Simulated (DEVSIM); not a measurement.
Structure: abrupt Si n-p junction, at 300 K.

Layer 1 from the left is Si, thickness (μm) 0.940, Nd (cm⁻³) 1.2e17, τn (s) 6.5e-5, τp (s) 6.5e-5. Layer 2 from the left is Si, thickness (μm) 0.380, Na (cm⁻³) 5.6e14, τn (s) 6.5e-5, τp (s) 6.5e-5.

Left contact: ohmic. Right contact: ohmic. Voltage is applied to the left contact. Recombination: SRH at mid-gap, radiative, Auger. Gap narrowing is on: ΔEg = 6.92 meV × (l + √(l² + 0.5)), l = ln(N/1.3e17 cm⁻³), shared equally by both band edges. Mobility is constant in doping.

Constants are typed, rounded textbook-type inputs, not results; the design itself was drawn at random and stands for no fabricated device. Values at 300 K.

Si: gap (eV) 1.124, affinity (eV) 4.05, permittivity 11.7, Nc (cm⁻³) 2.86e19, Nv (cm⁻³) 3.1e19, μn (cm²/Vs) 1417, μp (cm²/Vs) 470, B (cm³/s) 4.7e-15, Cn (cm⁶/s) 2.8e-31, Cp (cm⁶/s) 9.9e-32.

Model (solved in DEVSIM): 1D drift-diffusion, Boltzmann statistics, complete ionisation; no tunnelling, impact ionisation, image-force lowering or self-heating.

Question: What does the simulation give for the dark forward voltage at 100 A/cm², the potential step across the device at zero bias, the dark forward voltage at 1 A/cm², the largest field in the device at zero bias?

Answer: dark forward voltage at 100 A/cm² 0.544 V; potential step across the device at zero bias 0.698 V; dark forward voltage at 1 A/cm² 0.392 V; largest field in the device at zero bias 24000 V/cm.
